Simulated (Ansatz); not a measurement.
**AlRu under a change: biaxial strain −1.67 %, plane normal [111], relaxed out of plane**

The reference is AlRu in the CsCl type structure (space group Pm-3m, No. 221; a = 2.9770 Å; relaxed with 0.1 eV smearing). Axes: x, y, z lie along the cube axes.

It is then changed as follows: compressive biaxial strain of 1.67 % in the plane normal to [111], as in epitaxy on a mismatched substrate; the out-of-plane cell vector and the atoms relax.

Computed with PBEsol, PAW, 420 eV (Ansatz, a first-principles code; no spin-orbit coupling). Γ-centred 19×19×19 mesh, Fermi–Dirac width 0.1 eV.

```tsv
quantity	base	changed	shift
volume per atom	13.19 Å³	12.90 Å³	-0.29 Å³
space group	Pm-3m (No. 221)	R-3m (No. 166)	–
shortest interatomic distance	2.578 Å	2.543 Å	-0.035 Å
energy relative to the base (free energy F)	0 meV/atom	+11 meV/atom	+11 meV/atom
pressure (mean of the normal stresses, compression positive)	0.0 GPa	5.2 GPa	+5.2 GPa
band gap	zero	zero	–
out-of-plane strain	–	+1.17 %	–
ratio −ε⊥/ε∥	–	0.70	–
mean in-plane stress (compression positive)	–	+7.8 GPa	–
```

Final structure (turned so that z lies along the plane normal):

```yaml
crystal:
  lattice:
    - [4.13985, 0.00000, 0.00000]
    - [2.06992, 3.58522, 0.00000]
    - [2.06992, -1.19507, 1.73892]
  atoms:
    - { symbol: Al, position: [0.00000, 0.50000, 0.50000] }
    - { symbol: Ru, position: [0.00000, 0.00000, 0.00000] }
```

Whether these cells are dynamically stable was not tested. The final runs are not spin-polarised.
